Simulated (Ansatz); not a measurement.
System: LaNbO4 (I4₁/a, No. 88, 12 atoms in the cell; start mp-5295; a measured phase of this formula has another space group). Method: LDA (Ansatz, a program for electronic structure, plane waves, PAW).

Numerical settings: plane-wave cutoff 520 eV, 10×10×10 k mesh, Fermi–Dirac smearing 0.01 eV, no spin polarisation, scalar-relativistic PAW data made under PBE.

Cell (relaxed with PBEsol):

```
LaNbO4
1.0
   -2.68495     2.68495     5.74964
    2.68495    -2.68495     5.74964
    2.68495     2.68495    -5.74964
La Nb O
2 2 8
Direct
  0.00000   0.00000   0.00000
  0.75000   0.25000   0.50000
  0.50000   0.50000   0.00000
  0.25000   0.75000   0.50000
  0.65607   0.57702   0.40724
  0.32702   0.41978   0.42095
  0.16978   0.24883   0.59276
  0.99883   0.90607   0.57905
  0.09393   0.67298   0.09276
  0.42298   0.83022   0.07905
  0.58022   0.00117   0.90724
  0.75117   0.34393   0.92095
```

Q: Give the computed band gap, smallest direct gap on the k points sampled and direct gap at Γ.

A: 
* **band gap**: 4.12 eV
* **smallest direct gap on the k points sampled**: 4.23 eV
* **direct gap at Γ**: 4.49 eV

Note: cell and atoms aren't relaxed at this level (pressure -4.2 GPa).

Spin–orbit coupling is not included.

Static lattice: no zero-point or thermal effects.

A start named mp-… is a Materials Project structure, which need not be a measured phase.
